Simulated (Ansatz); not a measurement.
The parent structure is Ir in the fcc (Cu type) structure (space group Fm-3m, No. 225; a = 3.8311 Å; relaxed with 0.1 eV smearing). Axes: x, y, z lie along the cube axes.

Calculations: PBEsol, PAW, 420 eV (Ansatz, a quantum-chemistry and plane-wave program; scalar-relativistic without spin-orbit coupling).

Base values:

The shortest interatomic distance comes out as 270.9 pm and the pressure comes out as 0.0 GPa.

Now apply this change: tensile biaxial strain of 1.50 % in the plane normal to [001], as in epitaxy on a mismatched substrate; the out-of-plane cell vector and the atoms relax.

Q: How does this affect the out-of-plane strain, energy relative to the base, shortest interatomic distance and pressure?

A: The out-of-plane strain amounts to -1.18 %; the energy goes up by 13 meV/atom; the shortest interatomic distance increases by 0.5 pm to 271.4 pm; the pressure (mean of the normal stresses, compression positive) goes from zero to -6.4 GPa.

Whether these cells are dynamically stable was not tested. The final runs are not spin-polarised.
